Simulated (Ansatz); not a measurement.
The parent structure is TiSi₂ (space group Cmcm, No. 63; a = 3.546 Å, b = 13.563 Å, c = 3.580 Å). Axes: x, y, z lie along a, b, c of the conventional cell.

Method: PBE (Ansatz, a first-principles code; PAW; 420 eV plane waves; no SOC).

For the base:

Pressure: 0.0 GPa
Shortest interatomic distance: 2.404 Å

It is then changed as follows: uniaxial strain ε_xx = −2.68 %, all other strain components held at zero; the atoms relax in the strained cell.

### Question
Estimate the effect on the pressure.

### Answer
The pressure (mean of the normal stresses, compression positive) goes from zero to 4.2 GPa.

### Question
How does this affect the energy relative to the base?

### Answer
The energy goes up by 9.0 meV/atom.

### Question
What happens to the shortest interatomic distance?

### Answer
The shortest interatomic distance decreases by 0.0097 Å (2.404 Å → 2.395 Å).

Without a gap, meshes like the base's 14×14×13 leave anisotropic stresses uncertain by several tenths of a GPa, and small strain energies with them. Whether these cells are dynamically stable was not tested. The final runs are not spin-polarised.
